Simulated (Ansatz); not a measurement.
The parent structure is GaN in the wurtzite structure (space group P6_3mc, No. 186).

```cif
data_Ga2N2
_chemical_formula_sum 'Ga2 N2'
_space_group_name_H-M_alt 'P63mc'
_space_group_IT_number 186
_space_group_name_Hall 'P 6c -2c'
_cell_length_a 3.21861
_cell_length_b 3.21861
_cell_length_c 5.24355
_cell_angle_alpha 90.000
_cell_angle_beta 90.000
_cell_angle_gamma 120.000
loop_
_atom_site_label
_atom_site_type_symbol
_atom_site_symmetry_multiplicity
_atom_site_Wyckoff_symbol
_atom_site_fract_x
_atom_site_fract_y
_atom_site_fract_z
_atom_site_occupancy
Ga1 Ga 2 b 0.66667 0.33333 0.00096 1
N1 N 2 b 0.33333 0.66667 0.12424 1
```

Calculations: Ansatz (an electronic-structure program) PBE, spin-orbit coupling left out, earlier PAW set.

One change was made to it. Results:

| quantity | base | after |
|---|---|---|
| width of the top valence band | 2.67 eV | 3.13 eV |
| valence-band top at Γ (three highest levels, from the VBM) | 0.00, 0.00, -0.04 eV | 0.00, 0.00, -0.06 eV |
| electron mass | 0.14 mₑ along c, 0.16 mₑ across (at Γ) | 0.20 mₑ along c, 0.23 mₑ across (at Γ) |
| lattice parameter a | 3.219 Å | 3.081 Å |

Task: What was done to the base?
(A) pressure 0.9 GPa
(B) pressure 30 GPa
(C) pressure 2.1 GPa

Result: B, pressure 30 GPa. For comparison, the valence-band top at Γ in the other runs: pressure 0.9 GPa gives 0.00, 0.00, -0.04 eV; pressure 2.1 GPa gives 0.00, 0.00, -0.04 eV.

The levels and masses belong to the bands next to the band gap. Load acts through the strain it causes; cell and atoms are relaxed under it. Effective masses come from finite differences of ±0.01 Å⁻¹. Whether these cells are dynamically stable was not tested. Tetrahedral semiconductors of this kind turn to denser phases somewhere between about 1 and 50 GPa; those were not computed, so compressed cells here can lie past the real transition.
